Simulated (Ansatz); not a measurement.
**Effect of isotropic strain −1.86 % on Sn**

Base system: Sn in the diamond structure (space group Fd-3m, No. 227; a = 6.5688 Å).

Perturbation: the cell is scaled by 0.9814 in all directions, atoms relaxed at fixed cell.

The values are results of Ansatz (an electronic-structure program), r2SCAN, PAW, cutoff 500 eV, no spin-orbit coupling, earlier PAW set, not measurements. k-mesh 12×12×12 (Γ-centred); smearing 0.05 eV (Fermi–Dirac).

- Volume per atom = 33.49 Å³ (base 35.43 Å³)
- Space group = Fd-3m (No. 227) (base Fd-3m (No. 227))
- Shortest interatomic distance = 2.791 Å (base 2.844 Å)
- Energy relative to the base (free energy F) = +16 meV/atom
- Pressure = 2.8 GPa (base 0.0 GPa)
- Band gap = zero (base zero)

No phonon test of stability was made.
